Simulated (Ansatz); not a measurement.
# GaSb, alloy series

Consider GaSb in the zinc blende structure (space group F-43m, No. 216).

```
CELL_PARAMETERS angstrom
      0.00000     3.10675     3.10675
      3.10675     0.00000     3.10675
      3.10675     3.10675     0.00000
ATOMIC_POSITIONS crystal
  Sb 0.75000 0.75000 0.75000
  Ga 0.00000 0.00000 0.00000
```

The other end (x = 1) is GaB in the zinc blende structure (space group F-43m, No. 216; a hypothetical phase, not in the database extracts checked): 15.08 Å³/atom, gap zero; this end may not be an ambient phase.

B replaces a fraction x of Sb; each row is one arrangement (x, atoms in the cell, starting space group or random), fully relaxed.

Computed with PBE/PAW in Ansatz (a first-principles code), no SOC.

```csv
B fraction x,volume per atom (Å³/atom)
0,29.986
"0.25 (P-43m, 8 atoms)",25.154
"0.25 (I-42m, 8 atoms)",25.121
"0.5 (I-42d, 8 atoms)",?
"0.75 (Cm, 8 atoms)",17.054
"0.75 (I-42m, 8 atoms)",17.456
1,15.084
```

Fit V(x) = (1 − x) V(0) + x V(1) − b x(1 − x) with the ends held (b = 0 is Vegard's rule) to the rows shown and predict the withheld row.

Least squares on the printed values gives b = 7.14 Å³/atom, against 22.535 Å³/atom from the straight line alone (largest residual 0.417 Å³/atom); this predicts 20.750 Å³/atom, and the run gives 20.953 Å³/atom, 0.203 higher.

Each cell is one ordered arrangement of few atoms, which overstates ordering effects compared with a random alloy. Spin-orbit coupling, missing from the scalar runs, can matter with Sb. Stability against distortions was not tested. All final runs are without spin polarisation. The zero or small gap of GaSb can change with the level of theory.
